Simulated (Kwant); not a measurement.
Device: Ge/Si0.2Ge0.8 stack with 2 barriers. One parabolic valley. Leads of mass 0.12 mₑ with the band edge at 0; grid 0.1 nm; bias swept from 0.0048 to 0.18 V, dropping linearly over the stack. Emitter Fermi level 0.014 eV, 77 K, equal in the collector.

```tsv
layer	thickness (nm)	band offset (eV)	mass (mₑ)
1	3.9	0.12	0.14
2	5	0	0.12
3	3.9	0.12	0.14
```

The device is made up for the run: typed textbook-type constants, with dimensions and the other settings drawn at random.

Model: one-band effective-mass tight-binding model in one dimension, coherent, no space charge, current by the Tsu-Esaki formula (Kwant).

Sweep values stay those of the base run.

Base results: J (A/cm²) at bias = 0.1317 V 1040; J (A/cm²) at bias = 0.1800 V 3310.

Problem. What follows from this one change: width of the first well 5 → 6 nm?

Solution. J at bias = 0.1317 V 1040 → 1340 A/cm²; J at bias = 0.1800 V 3310 → 8470 A/cm².

Problem. What follows from this one change: Fermi level in the emitter 0.014 → 0.021 eV?

Solution. J at bias = 0.1317 V 1040 → 2140 A/cm²; J at bias = 0.1800 V 3310 → 7300 A/cm².
